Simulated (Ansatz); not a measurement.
In2Ge2O7 (Fd-3m, No. 227, 22 atoms in the cell; start mp-1190319), treated with HSE06 (PAW; Ansatz, an electronic-structure program).

Numerical settings: plane-wave cutoff 460 eV, 4×4×4 k mesh, Fermi–Dirac smearing 0.01 eV, scalar-relativistic PAW data made under PBE.

Cell (relaxed with PBEsol):

```cif
data_Ge16In16O56
_chemical_formula_sum 'In16 Ge16 O56'
_space_group_name_H-M_alt 'Fd-3m :1'
_space_group_IT_number 227
_space_group_name_Hall 'F 4d 2 3 -1d'
_cell_length_a 9.76096
_cell_length_b 9.76096
_cell_length_c 9.76096
_cell_angle_alpha 90.000
_cell_angle_beta 90.000
_cell_angle_gamma 90.000
loop_
_atom_site_label
_atom_site_type_symbol
_atom_site_symmetry_multiplicity
_atom_site_Wyckoff_symbol
_atom_site_fract_x
_atom_site_fract_y
_atom_site_fract_z
_atom_site_occupancy
In1 In 16 c 0.12500 0.12500 0.12500 1
Ge1 Ge 16 d 0.62500 0.62500 0.62500 1
O1 O 8 a 0.00000 0.00000 0.00000 1
O2 O 48 f 0.00000 0.00000 0.29542 1
```
(The calculation used a cell of 22 atoms; values per cell refer to that cell.)

Question: Predict the band gap and smallest direct gap on the k points sampled.

Answer: 
band gap: 3.03 eV (on the SCF k mesh)
smallest direct gap on the k points sampled: 3.05 eV

Note: cell and atoms aren't relaxed at this level (largest force component 0.19 eV/Å, pressure -3.2 GPa).

Spin–orbit coupling is not included.

Computed values are for the static lattice.

Computing time: around 12 core-minutes (rough).

A start named mp-… is a Materials Project structure, which need not be a measured phase.
